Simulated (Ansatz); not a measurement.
For Zr5Ge3 (P6₃/mcm, No. 193; structure not from a measured cell), PBEsol (Ansatz, a program for electronic structure, plane waves, PAW) gives:

- equilibrium lattice constant a = 8.014 Å
- c axis length = 5.551 Å

Question: What does r²SCAN-D4 in Ansatz (PAW) give for the same quantities?

Answer: 
- lattice constant a: 8.071 Å (grows by 0.7 %)
- lattice parameter c: 5.602 Å (goes up by 0.9 %)

Changes are worked out from the printed values.

Unless a cell is named, each level is at its own relaxed cell (PBEsol 19.30, r²SCAN-D4 19.75 Å³/atom).

Caveats: the relaxation could not lower the start's symmetry, so the cell can be a saddle point above a distorted one (PBEsol, r²SCAN-D4). Ansatz's density-functional and Hartree–Fock values are scalar-relativistic unless marked +SOC, with PAW data made under PBE.
